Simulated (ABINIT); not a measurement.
# Equation of state of diamond-structure Sn (space group 227): energy against volume (ABINIT, PBE)

```
Sn
1.0
    0.00000     3.23615     3.23615
    3.23615     0.00000     3.23615
    3.23615     3.23615     0.00000
Sn
2
Direct
  0.50000   0.50000   0.50000
  0.75000   0.75000   0.75000
```

Level of theory: PBE, norm-conserving pseudopotentials (PseudoDojo nc-sr-05 PBE standard) (plane waves; ABINIT 10.0.3). Settings: pseudos = [Sn.upf]; ecut = 94 Ry; occopt = 3; tsmear = 0.01 eV; ngkpt = 10 10 10; nshiftk = 1; shiftk = 0 0 0; potentials = PseudoDojo nc-sr-05 PBE standard; nband = 19; kptopt = 1; nstep = 50; tolvrs = 1e-12. The cell above is the first row's. The rows scale it uniformly. In all rows fractional positions and the k mesh are held. E is the free energy at the stated smearing, counted from the lowest row.

| V (Å^3/atom) | E (meV/atom) |
|---|---|
| 33.8911 | ? |
| 34.6278 | 16.49 |
| 35.3646 | 7.02 |
| 36.1014 | 1.69 |
| 36.8381 | 0.00 |
| 37.5749 | 1.47 |
| 38.3116 | 5.87 |
| 39.0484 | 12.92 |
| 39.7852 | 22.31 |

The 8 complete rows are fitted with the third-order Birch-Murnaghan form, a cubic in V^(-2/3), E against V. With u = V^(-2/3) - 0.0898, the rows have u = 0.0043275, 0.0030156, 0.0017484, 0.0005237, -0.0006609, -0.0018073, -0.0029177, -0.0039937. Least squares gives E = 0.240 - 1125.4·u + 1113574·u² + 3074649·u³. Residuals (row less fit): 0.017, -0.037, -0.003, 0.044, 0.001, -0.023, -0.007, 0.010; standard error 0.033 (degrees of freedom: 4). Its minimum lies at u = 0.0005043, so V0 = (0.0903043)^(-3/2) = 36.85. There d²E/du² = 2236000 and d³E/du³ = 1.845e7, so B0 = (4/9) × 36.85^(-7/3) × 2236000 × 0.160218 = 35.2 GPa (the last factor turns the table's units into GPa), and B0' = 4 + (2/3) × 0.0903043 × (1.845e7)/2236000 = 4.5. The program's pressures in the fitted runs (not shown) pass through zero at V = 36.84, 0.02 % from this V0.

### Question
Estimate the missing E (V = 33.8911); what did the run itself give?

### Answer
u = 0.0056867, so E = 0.240 - 1125.4 × 0.0056867 + 1113574 × 0.0056867² + 3074649 × 0.0056867³ = 30.417 meV/atom. The calculation gives 30.68 meV/atom, 0.263 meV/atom above the prediction (0.9 % of the range of E in the table). The row lies outside the fitted rows, so this is an extrapolation. From the scatter of the fitted rows alone, a prediction at this place has a standard error of 0.097 meV/atom, so the miss is 2.7 times that.

Carrying the step between the two nearest rows on in a straight line would have given 25.96, off by 4.72; series whose last step already gives the withheld value aren't shown. The reference cell has the volume at which an earlier scan in this program and functional put its minimum by a fit. This is grey tin, the low-temperature phase. The runs keep the symmetry of the cell, so they don't test it for distortions. The PBE file for Sn was generated anew from PseudoDojo's inputs, some of which were changed. Cutoffs and mesh are single choices, not tested for convergence of this quantity. Series with a scatter that would blur these digits, or in which a gap closes, are not shown. Nor are scans whose minimum lies at an end fitted in this form.
